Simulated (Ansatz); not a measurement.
# Point defect V_Si+Sb_Si+Sb_Si in silicon

Level of theory: PBE, PAW (plane waves to 420 eV; Ansatz, a quantum-chemistry and plane-wave program). Cell: 64 sites, 2×2×2; final energies on a 2×2×2 shifted mesh. Sites at the start: the Si site; Si 2.37 Å away; Si 2.37 Å away. Charged cells carry a point-charge image correction with potential alignment at far atoms. Dielectric constants: PBE linear response of the host. Host gap at this level: 0.61 eV. These values are not converged in cell size to better than tenths of an eV. PBE underestimates the host's gap, which shifts levels and can delocalise carriers. Spin–orbit coupling is left out, which matters for these heavy elements. Each state is the lowest found from its start.

Formation energies E_f are given with the Fermi level at the valence-band maximum. Chemical conditions: host crystal and elements as references (Δμ(Si) = 0.00 eV, Δμ(Sb) = 0.00 eV; Sb taken from its element, since no compound that bounds it was computed at this level; only phases computed here count, gases as isolated molecules at 0 K). Reference phases: Sb: rhombohedral Sb, Si: silicon.

| charge | moment (μB) | point group | largest move off a lattice site (Å) | image correction with alignment (eV) | E_f, host crystal and elements as references (eV) | above the lowest spin state (eV) |
|---|---|---|---|---|---|---|
| +1† | quenched | – | 0.43 | 0.23 | – | 0.00 |
| 0† | not spin-polarised | – | 0.41 | 0.00 | 2.67 | 0.00 |
| 0† | 0.0 | – | 0.41 | 0.00 | 2.67 | 0.00 |
| −1 | 1.0 | C2v | 0.43 | -0.02 | 3.16 | 0.00 |
| −1 | 1.0 | C2v | 0.43 | -0.02 | 3.16 | 0.00 |
| −2† | not spin-polarised | – | 0.46 | 0.16 | – | 0.00 |

† Not settled in this cell, so no level is given: charge +1: a level filled in part, carriers not clearly localised; charge 0: carriers not clearly localised; charge −2: a level filled in part, carriers not clearly localised, level within 0.1 eV of a band edge or past it.

Point groups are those of the whole cell at tolerances of 0.03 and 0.1 Å ("near" where only the looser one holds); none is given for unsettled states.

Starting moments that weren't kept: charge +1 began with 1 μB and ended with 0.0; charge 0 began with 2 μB and ended with 0.0; charge −1 began with 3 μB and ended with 1.0.

Flagged in the runs: a doubtful potential alignment, a strain field that reaches the edge of the cell.

All states together cost roughly 2.6 core-hours.
